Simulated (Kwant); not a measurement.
Device: quantum point contact (saddle potential) in a GaAs two-dimensional gas. Effective mass 0.067 mₑ, grid spacing 2.5 nm, hard walls, nominal width 60 nm (23 grid rows, so walls 60 nm apart), one parabolic valley, scattering region 180 nm long along x; energies count from the band bottom; Fermi energy 0.0784 eV. Potential (V0 + ½k y²) cos²(πx/L) for |x| < L/2, with V0 swept from 0.08232 to 0 eV, k = 0.00047 eV/nm², L = 60 nm. Perpendicular field 0.66 T, also in the leads; orbital effect alone.

Constants are typed, rounded textbook-type inputs, not results; the design itself was drawn at random and stands for no fabricated device.

Model: effective-mass tight-binding model on a square grid, one spin, coherent transport at 0 K (Kwant). Conductance is in e²/h.

Sweep values stay those of the base run.

Base results: G (e²/h) at V0 = 21.48 meV 2.54; mean G (e²/h) over the sweep 1.65; G (e²/h) at V0 = 41.76 meV 1.70; G (e²/h) at V0 = 62.04 meV 0.83.

### Question
What follows from this one change: Fermi energy 0.0784 → 0.039 eV?

### Answer
G at V0 = 21.48 meV 2.54 → 0.95 e²/h; mean G over the sweep 1.65 → 0.41 e²/h; G at V0 = 41.76 meV 1.70 → 0.0050 e²/h; G at V0 = 62.04 meV 0.83 → 1.4e-5 e²/h.

### Question
What follows from this one change: curvature of the confinement 0.00047 → 0.00071 eV/nm²?

### Answer
G at V0 = 21.48 meV 2.54 → 2.01 e²/h; mean G over the sweep 1.65 → 1.35 e²/h; G at V0 = 41.76 meV 1.70 → 1.16 e²/h; G at V0 = 62.04 meV 0.83 → 0.68 e²/h.
